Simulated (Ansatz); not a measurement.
rock-salt SrO (0 0 1) on diamond (0 0 1) (film strained to the substrate, faces as cut)

A periodic stack without vacuum, rock-salt SrO (0 0 1) on diamond (0 0 1) (film strained to the substrate, faces as cut): substrate slab C32, film O6Sr6, surface cells [[0, -1], [2, 1]] and [[1, 0], [1, 1]], film strained by -2.8 and -2.8 %, faces C/C and OSr/OSr as cut (like faces can put a slab off its formula).

The start was prepared with a machine-learned potential, and the result is one local minimum, with the in-plane cell held and forces under 0.04 eV/Å; the film can end far from its bulk form.

Levels used, each named beside its values: PBE (plane waves to 420 eV, PAW; Ansatz, an electronic-structure program); HSE06 (plane waves to 420 eV, PAW; Ansatz). Geometries and values that name no level are of the first. Scalar-relativistic, without spin–orbit coupling; PBE gaps are too small against experiment. Its k-point mesh 7×7×1, Fermi–Dirac width 0.05 eV. HSE06 ran on meshes of its own (9×9×9, 3×3×3); its edges and gaps are taken over the mesh and over extra points off it, mostly where PBE has its edges.

- interface area = 12.8 Å²
- period = 32.49 Å
- gaps between the outermost planes at the two interfaces = 2.68 and 1.44 Å
- C–Sr contacts across the interfaces within 1.22 times the sum of covalent radii = 6, mean 3.05 Å
- C–O contacts across the interfaces within 1.22 times the sum of covalent radii = 1, mean 1.49 Å
- valence offset, film less substrate (PBE, at the middle of a substrate layer that carries a field) = -0.90 eV
- valence offset, film less substrate (HSE06 edges on the PBE line-up, at the middle of a substrate layer that carries a field) = -1.36 eV
- conduction offset (HSE06 edges on the PBE line-up, at the middle of a substrate layer that carries a field) = -1.93 eV
- spin-polarised check at this geometry = keeps a moment, energy -0.02 eV
- slope of the mean potential energy in the substrate = -8.3 MV/cm × e

```xyz
44
Lattice="3.5714 0.0001 -0.0345 0.0001 3.5715 0.0192 0.4435 1.5088 32.4921" Properties=species:S:1:pos:R:3 pbc="T T T"
C      3.3339     3.6189     2.2329
C      1.5575     1.8424     2.2406
C      0.3061     1.2947     1.4017
C      2.7541     2.4193     1.4980
C      1.5805     3.6039     4.0837
C      3.3620     1.8222     4.0136
C      2.4148     0.8886     3.1429
C      0.7203     2.7654     3.1693
C      3.3821     3.5962     5.8297
C      1.5958     1.8098     5.8374
C      0.6903     0.9262     4.9468
C      2.4848     2.7033     4.9419
C      1.6139     3.5858     7.6335
C      3.3990     1.8007     7.6048
C      2.4961     0.9106     6.7167
C      0.7137     2.6997     6.7436
C      3.4188     3.5784     9.4010
C      1.6290     1.7886     9.4087
C      0.7293     0.9027     8.5185
C      2.5154     2.6882     8.5132
C      1.6537     3.5613    11.2038
C      3.4289     1.7862    11.1771
C      2.5325     0.8928    10.2881
C      0.7470     2.6786    10.3149
C      3.5101     3.6170    12.9789
C      1.6073     1.7109    12.9871
C      0.7639     0.8832    12.0647
C      2.5504     2.6686    12.1108
C      2.0678     3.1659    14.6247
C      3.0817     2.1440    14.6115
C      2.5677     0.8731    13.9109
C      0.7822     2.6589    13.9330
O      0.8941     2.5888    20.6363
O      2.6522     4.3943    17.8329
O      0.9516     2.5561    26.2769
O      2.7089     4.3576    23.4512
O      0.9940     2.5523    32.4451
O      2.7825     4.3091    29.1236
Sr     2.6758     4.3769    20.2249
Sr     0.8603     2.6075    17.3129
Sr     2.7332     4.3443    25.8615
Sr     0.9189     2.5744    23.0466
Sr     2.5934     4.5159    31.7095
Sr     0.9709     2.5491    28.6802
```
